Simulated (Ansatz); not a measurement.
## ZrSi₂ (Cmcm, No. 63)

The numbers are results of HSE06 in Ansatz (plane waves, PAW), not measurements.

Numerical settings: plane-wave cutoff 500 eV, 8×8×8 k mesh, Fermi–Dirac smearing 0.05 eV, scalar-relativistic PAW data made under PBE.

Cell (relaxed at this level):

```cif
data_Si4Zr2
_chemical_formula_sum 'Zr2 Si4'
_space_group_name_H-M_alt 'P 1'
_space_group_IT_number 1
_cell_length_a 7.60576
_cell_length_b 7.60576
_cell_length_c 3.66034
_cell_angle_alpha 90.000
_cell_angle_beta 90.000
_cell_angle_gamma 152.042
loop_
_space_group_symop_operation_xyz
  'x, y, z'
loop_
_atom_site_label
_atom_site_type_symbol
_atom_site_fract_x
_atom_site_fract_y
_atom_site_fract_z
_atom_site_occupancy
Zr1 Zr 0.60572 0.39428 0.25000 1
Zr2 Zr 0.39428 0.60572 0.75000 1
Si1 Si 0.94728 0.05272 0.25000 1
Si2 Si 0.05272 0.94728 0.75000 1
Si3 Si 0.24988 0.75012 0.25000 1
Si4 Si 0.75012 0.24988 0.75000 1
```

```json
{
 "band_gap": "zero (no gap)"
}
```

Note: exact exchange on metals is sensitive to the k mesh and can open a false gap; the run warned that the count of filled bands differs between k points; the relaxation could not lower the start's symmetry, so the cell can be a saddle point above a distorted one.

Spin–orbit coupling is not included.

Cost on a shared machine: roughly 2.1 core-hours.

Ansatz is an electronic-structure program.
